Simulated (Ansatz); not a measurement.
# ZnSnP2, pressure series

Take ZnSnP₂ in the chalcopyrite structure (space group I-42d, No. 122) as the base.

```yaml
crystal:
  lattice:
    - [-2.85122, 2.85122, 5.71801]
    - [2.85122, -2.85122, 5.71801]
    - [2.85122, 2.85122, -5.71801]
  atoms:
    - { symbol: Zn, position: [0.75000, 0.25000, 0.50000] }
    - { symbol: Zn, position: [0.00000, 0.00000, 0.00000] }
    - { symbol: Sn, position: [0.25000, 0.75000, 0.50000] }
    - { symbol: Sn, position: [0.50000, 0.50000, 0.00000] }
    - { symbol: P, position: [0.10273, 0.12500, 0.47773] }
    - { symbol: P, position: [0.64727, 0.62500, 0.52227] }
    - { symbol: P, position: [0.37500, 0.89727, 0.02227] }
    - { symbol: P, position: [0.87500, 0.35273, 0.97773] }
```

Cell and atoms are relaxed at each pressure.

Method: PBE/PAW in Ansatz (a quantum-chemistry and plane-wave program), no SOC, earlier PAW set.

Base values:

- Band gap: 0.68 eV

Problem. The aim is a band gap between 1.10 eV and 1.20 eV. Which of these changes reaches it?
A. pressure 9 GPa
B. pressure 4.2 GPa
C. pressure 45 GPa

Solution. A, pressure 9 GPa. It gives 1.16 eV; pressure 45 GPa gives 0.49 eV; pressure 4.2 GPa gives 0.95 eV. Changes not listed may reach it too

Load acts through the strain it causes; cell and atoms are relaxed under it. Stability against distortions was not tested. No other phases were tried under pressure.
